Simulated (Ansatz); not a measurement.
Output of an Ansatz run (abridged):

```
WARN ansatz: RAYON_NUM_THREADS=1 ignored (pool sized by the plan → 1); use --threads N
Pseudopotentials: kind: paw
Pseudopotential: Ca, paw, valence charge 10
Pseudopotential: Al, paw, valence charge 3
Pseudopotential: Cu, paw, valence charge 19
Crystal: 13 atoms, lattice volume = 195.894 Å³
Basis set: ecut = 420 eV, 3861 PW (Γ), exchange–correlation on 90×90×90 points (8 copies of the dense FFT grid, shifted against one another)
Bands: 68, of which v1, the nominal top of the filled ones, is band 55 counted from 1 (54 counted from 0)
Symmetry: 16 space group operations
Space group: I4/mmm (ITA 139), of the structure as read, at distance tolerance 5.8e-5 Å
k-points: 18 of 125
PAW frozen core: Ca, regenerated for the run's functional, and the local potential with it
PAW frozen core: Al, regenerated for the run's functional, and the local potential with it
PAW frozen core: Cu, regenerated for the run's functional, and the local potential with it
Initial density: superposition of atomic densities (neutral atoms: chi_scale 0, normalization atom), corrected by the library's trained network
Initial wavefunctions: pseudopotential atomic-orbital guess
Eigensolver: davidson
Functional: x = pbesol(κ = 0.804, μ = 0.12345679012345678), c = pbesol(β = 0.046)
SCF iter   1: F=—  HF=-32348.746223 eV  |F-HF|=—  |Δ(HF+E_count)|=         —  Δρ=8.96e-3  dr2=8.47e-2  ethr=1.77e-3  ⟨swp⟩=9.3  Hψ=5666  notcnv=0  defer=1
all-band conjugate gradients solve this SCF's bands
preconditioner: auto → Kerker (q_TF=auto, 2.478 Å⁻¹)
SCF iter   2: F=—  HF=-32348.728697 eV  |F-HF|=—  |Δ(HF+E_count)|=   1.75e-2  S|Δr|=    0.00e0  Δρ=1.14e-3  dr2=2.42e-3  ethr=7.70e-5  ⟨swp⟩=2.0  Hψ=1891  notcnv=0  defer=1
SCF iter   3: F=—  HF=-32348.727710 eV  |F-HF|=—  |Δ(HF+E_count)|=   9.88e-4  S|Δr|=    0.00e0  Δρ=1.09e-3  dr2=1.64e-3  ethr=2.20e-6  ⟨swp⟩=2.0  Hψ=1843  notcnv=0  defer=1
SCF iter   4: F=—  HF=-32348.727305 eV  |F-HF|=—  |Δ(HF+E_count)|=   4.04e-4  S|Δr|=    0.00e0  Δρ=2.91e-4  dr2=1.77e-4  ethr=1.50e-6  ⟨swp⟩=2.2  Hψ=1821  notcnv=0  defer=1
SCF iter   5: F=—  HF=-32348.727258 eV  |F-HF|=—  |Δ(HF+E_count)|=   4.75e-5  S|Δr|=    0.00e0  Δρ=7.91e-5  dr2=2.18e-5  ethr=1.61e-7  ⟨swp⟩=2.2  Hψ=1842  notcnv=0  defer=1
SCF iter   6: F=—  HF=-32348.727244 eV  |F-HF|=—  |Δ(HF+E_count)|=   1.37e-5  S|Δr|=    0.00e0  Δρ=2.50e-5  dr2=1.27e-6  ethr=1.98e-8  ⟨swp⟩=2.1  Hψ=1764  notcnv=0  defer=1
SCF iter   7: F=—  HF=-32348.727244 eV  |F-HF|=—  |Δ(HF+E_count)|=   3.25e-7  S|Δr|=    0.00e0  Δρ=4.73e-6  dr2=1.15e-7  ethr=1.15e-9  ⟨swp⟩=2.0  Hψ=1825  notcnv=0  defer=1
SCF iter   8: F=-32348.727244 eV  HF=-32348.727244 eV  |F-HF|=7.87e-9  |Δ(HF+E_count)|=   2.53e-8  S|Δr|=    0.00e0  Δρ=1.28e-6  dr2=3.79e-9  ethr=9.09e-11  ⟨swp⟩=9.0  Hψ=4439  notcnv=0
SCF 1 converged in 8 iterations: F = -32348.727244 eV  dr2 = 3.79e-9
SCF converged after 8 iterations
Stability not checked (fill_not_monotonic)
Free energy (F): -32348.727244 eV
Harris-Foulkes:  -32348.727244 eV  (|F-HF|=7.87e-9)
Internal energy: -32348.719808 eV  (E = F + TS)
E sigma→0 (E₀):  -32348.724765 eV
Entropy (-TS):   -0.007436 eV (-0.572 meV/atom)
Fermi energy:    10.893280 eV
--- Per-component energies (eV) ---
  E_band       = -1932.819400
  E_kinetic    = 1670.084935
  E_local      = -25032.831440  (includes V_loc(G=0)·N_el)
  E_nonlocal   = 1699.342684
  E_hartree    = 11237.724168
  E_xc         = -813.507296
  E_vxc        = -873.632421  (∫ρ·V_xc dr)
  E_paw        = -10969.170922  (= ΣΔE_a)
  E_vpaw       = -1871.241398  (= ΣTr[D̂ρ^β])
  E_aug_tail   = 0.000985  (compensation charges beyond the density's cutoff)
  E_ewald      = -10141.459637
  E_core_change = 1.096715  (= ΣΔE_core)
  E_smearing   = -0.007436  (= −TS)
  E_closure    = 0.000000  (closes the sum)
  Σ components = -32348.727244   (vs F -32348.727244, Δ=0.00e0)
--- Forces (eV/Å), atoms counted from 1 ---
  atom   1  Ca    -0.00000000     0.00000000     0.00000000
  atom   2  Al    -0.17066212     0.00000000    -0.00000000
  atom   3  Al     0.17066212    -0.00000000     0.00000000
  atom   4  Al    -0.00000000    -0.17066212     0.00000000
  atom   5  Al     0.00000000     0.17066212     0.00000000
  atom   6  Al     0.11795718    -0.00000000    -0.00000000
  atom   7  Al    -0.11795718     0.00000000     0.00000000
  atom   8  Al     0.00000000     0.11795718    -0.00000000
  atom   9  Al    -0.00000000    -0.11795718     0.00000000
  atom  10  Cu    -0.00000000    -0.00000000    -0.00000000
  atom  11  Cu     0.00000000    -0.00000000     0.00000000
  atom  12  Cu     0.00000000    -0.00000000    -0.00000000
  atom  13  Cu     0.00000000    -0.00000000    -0.00000000
  max |Σ_I F_I| component: 1.39e-17 eV/Å
--- Stress (GPa, compression-positive) ---
        0.064738       0.000000      -0.000000
        0.000000       0.064738      -0.000000
       -0.000000      -0.000000      -1.068165
  P = ⅓ Tr σ = -0.3129 GPa (-3.129 kbar)
  The stress holds the Pulay correction. Without it, at fixed plane waves, as pw.x and ABINIT print it: P = -0.3715 GPa
--- Band table (eV; the first three rows and the last of 18) ---
  k-point 0: bands = ["-102.6525", "-102.6525", "-102.6478", "-102.6478", "-60.2219", "-60.2219", "-60.2046", "-60.2046", "-60.1994", "-60.1994", "-60.1950", "-60.1950", "-60.0920", "-60.0920", "-60.0556", "-60.0556", "-29.5232", "-10.7193", [...]
  k-point 1: bands = ["-102.6525", "-102.6525", "-102.6478", "-102.6478", "-60.2219", "-60.2219", "-60.2046", "-60.2046", "-60.1994", "-60.1994", "-60.1950", "-60.1950", "-60.0920", "-60.0920", "-60.0556", "-60.0556", "-29.5232", "-10.7199", [...]
  k-point 2: bands = ["-102.6525", "-102.6525", "-102.6478", "-102.6478", "-60.2219", "-60.2219", "-60.2046", "-60.2046", "-60.1994", "-60.1994", "-60.1950", "-60.1950", "-60.0920", "-60.0920", "-60.0556", "-60.0556", "-29.5232", "-10.7208", [...]
  k-point 17: bands = ["-102.6525", "-102.6525", "-102.6478", "-102.6478", "-60.2219", "-60.2219", "-60.2046", "-60.2046", "-60.1994", "-60.1994", "-60.1950", "-60.1950", "-60.0920", "-60.0920", "-60.0556", "-60.0556", "-29.5232", "-10.7207", [...]
```

The structure:

```xyz
13
Lattice="-4.3829 4.3829 2.5494 4.3829 -4.3829 2.5494 4.3829 4.3829 -2.5494" Properties=species:S:1:pos:R:3 pbc="T T T"
Ca     0.0000     0.0000     0.0000
Al     3.0540     0.0000     0.0000
Al     5.7118     0.0000     0.0000
Al     0.0000     3.0540     0.0000
Al     0.0000     5.7118     0.0000
Al     2.4452     4.3829     0.0000
Al     1.9377     0.0000     2.5494
Al     4.3829     2.4452     0.0000
Al     0.0000     1.9377     2.5494
Cu     2.1915     2.1915     1.2747
Cu    -2.1915     2.1915     1.2747
Cu     2.1915     2.1915    -1.2747
Cu     2.1915    -2.1915     1.2747
```

**Question.** What input produced this log?

**Answer.** Other spellings and defaults could give the same log, and not every line can be read from it. The input that was run (DFT, PBEsol, plane waves, default PAW files made with PBE):

Ansatz 0.2 input:
```yaml
crystal:
  lattice:
    - [-4.382900, 4.382900, 2.549405]
    - [4.382900, -4.382900, 2.549405]
    - [4.382900, 4.382900, -2.549405]
  atoms:
    - { symbol: Ca, position: [0.000000, 0.000000, 0.000000] }
    - { symbol: Al, position: [0.000000, 0.348400, 0.348400] }
    - { symbol: Al, position: [0.000000, 0.651600, 0.651600] }
    - { symbol: Al, position: [0.348400, 0.000000, 0.348400] }
    - { symbol: Al, position: [0.651600, 0.000000, 0.651600] }
    - { symbol: Al, position: [0.500000, 0.278950, 0.778950] }
    - { symbol: Al, position: [0.500000, 0.721050, 0.221050] }
    - { symbol: Al, position: [0.278950, 0.500000, 0.778950] }
    - { symbol: Al, position: [0.721050, 0.500000, 0.221050] }
    - { symbol: Cu, position: [0.500000, 0.500000, 0.500000] }
    - { symbol: Cu, position: [0.500000, 0.000000, 0.000000] }
    - { symbol: Cu, position: [0.000000, 0.000000, 0.500000] }
    - { symbol: Cu, position: [0.000000, 0.500000, 0.000000] }
basis:
  ecutwfc: 420.0 eV
kpoints:
  mp_grid:
    grid: [5, 5, 5]
hamiltonian:
  xc: pbesol
  pseudopotentials:
    kind: paw
scf:
  occupations:
    method: cold
    width: 0.2 eV
output:
  forces: true
  eigenvalues: true
  stress: true
```

The starting cell comes from a database of computed structures (which also holds hypothetical and non-ambient phases and stackings), without a prior relaxation at this level. Spin polarisation is off. Ansatz's pressure includes its estimate of the finite-basis (Pulay) stress.

Ansatz is a quantum-chemistry and plane-wave program.
